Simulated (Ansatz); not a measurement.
Phonon-limited electron mobility of C (Fd-3m) in cm²/(V·s), Ansatz (an electronic-structure program) with r2SCAN, finite-displacement electron-phonon coupling, linearised Boltzmann equation. Condition of this run: hydrostatic pressure 50 GPa (the target of the relaxation). Geometry: relaxed with this functional, without spin-orbit coupling.

```json
[
 {"Condition": "200 K", "μ": "3700"},
 {"Condition": "250 K", "μ": "[?]"},
 {"Condition": "300 K", "μ": "[?]"},
 {"Condition": "350 K", "μ": "1370"},
 {"Condition": "400 K", "μ": "1030"},
 {"Condition": "500 K", "μ": "621"},
 {"Condition": "600 K", "μ": "397"}
]
```

Question: What belongs in the gaps?

Answer: 
- 250 K, μ: 2500
- 300 K, μ: 1840

Question: What exponent p of μ ∝ T^−p fits 200 to 400 K (along x)?

Answer: p ≈ 1.8; acoustic deformation-potential scattering alone gives 1.5.

Scattering by harmonic phonons alone: no impurities, screening or carrier-carrier scattering, bands fixed at 0 K. From a coarser fine mesh the values given move by up to 6 %. The mesh was bound by memory.
